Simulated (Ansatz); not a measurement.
Input and output of a self-consistent single point for Hg (P1, 3 atoms in the cell) (Ansatz, a first-principles code).

Method: PBEsol, PAW files made with PBE (plane waves; Ansatz).

```
CELL_PARAMETERS angstrom
      5.46670     0.00000     0.00000
     -2.73335     4.73430     0.00000
      0.00000     0.00000     3.18522
ATOMIC_POSITIONS crystal
  Hg 0.30303 0.65895 0.48289
  Hg 0.67809 0.34067 0.49745
  Hg 0.01889 0.00038 0.01966
```

Reference input (self-consistent single point, DFT, LDA (PW92), plane waves, PAW files made with PBE): kpoints.mp_grid.grid = 5 5 7; hamiltonian.xc = lda; hamiltonian.pseudopotentials = {kind: paw} (the program's default PAW files); scf.occupations.method = fermi_dirac; scf.occupations.width = 0.0073 Ry. This run's input differs from it in these lines:

Ansatz 0.2 input:
```diff
@@ -13,3 +13,3 @@
 hamiltonian:
-  xc: lda
+  xc: pbesol
   pseudopotentials:
```

Output (repeated stretches shortened):

```
SCF iter   1: F=—  HF=-41009.867240 eV  |F-HF|=—  |Δ(HF+E_count)|=         —  Δρ=1.78e-2  dr2=3.81e-1  ethr=3.10e-3  ⟨swp⟩=6.0  Hψ=11332  notcnv=0  defer=6
all-band conjugate gradients solve this SCF's bands
preconditioner: auto → Resta (q_TF=auto, 2.588 Å⁻¹)
SCF iter   2: F=—  HF=-41009.782759 eV  |F-HF|=—  |Δ(HF+E_count)|=   8.45e-2  Δρ=8.31e-3  dr2=8.26e-2  ethr=6.36e-4  ⟨swp⟩=2.7  Hψ=5350  notcnv=0  defer=43
   [... lines left out ...]
SCF iter   5: F=—  HF=-41009.761961 eV  |F-HF|=—  |Δ(HF+E_count)|=   1.46e-4  Δρ=1.53e-4  dr2=3.03e-5  ethr=5.63e-7  ⟨swp⟩=2.0  Hψ=4697  notcnv=0  defer=43
SCF iter   6: F=—  HF=-41009.761979 eV  |F-HF|=—  |Δ(HF+E_count)|=   1.78e-5  Δρ=4.17e-5  dr2=2.73e-6  ethr=5.05e-8  ⟨swp⟩=2.1  Hψ=4705  notcnv=0  defer=44
SCF iter   7: F=—  HF=-41009.761978 eV  |F-HF|=—  |Δ(HF+E_count)|=   8.24e-8  Δρ=1.34e-5  dr2=2.37e-7  ethr=4.55e-9  ⟨swp⟩=2.0  Hψ=4682  notcnv=0  defer=44
SCF iter   8: F=-41009.761978 eV  HF=-41009.761978 eV  |F-HF|=1.10e-8  |Δ(HF+E_count)|=   6.19e-9  Δρ=5.91e-6  dr2=3.92e-8  ethr=1.67e-10  ⟨swp⟩=7.3  Hψ=12404  notcnv=0
SCF 1 converged in 8 iterations: F = -41009.761978 eV  dr2 = 3.92e-8
Free energy (F): -41009.761978 eV
Internal energy: -41009.747052 eV  (E = F + TS)
E sigma→0 (E₀):  -41009.754515 eV
Entropy (-TS):   -0.014927 eV (-4.976 meV/atom)
Fermi energy:    11.680725 eV
--- Forces (eV/Å), atoms counted from 1 ---
  atom   1  Hg     0.28851407     0.09844710     0.00096685
  atom   2  Hg    -0.21646304    -0.13047649     0.00070906
  atom   3  Hg    -0.07205308     0.03202738    -0.00167534
--- Stress (GPa, compression-positive) ---
       -2.002862       0.474665       0.012016
        0.474665      -2.498702      -0.022452
        0.012016      -0.022452      -2.617191
  P = ⅓ Tr σ = -2.3729 GPa (-23.729 kbar)
  The stress holds the Pulay correction. Without it, at fixed plane waves, as pw.x and ABINIT print it: P = -2.4107 GPa
```

The run converged in 8 iterations. Against the reference run the pressure goes from -4.30 to -2.37 GPa and the largest force goes from 0.240 to 0.305 eV/Å.

The starting cell comes from a database of computed structures (which also holds hypothetical and non-ambient phases and stackings), without a prior relaxation at this level. Its atoms were displaced at random from the sites of space group no. 191. Ansatz's pressure includes its estimate of the finite-basis (Pulay) stress.
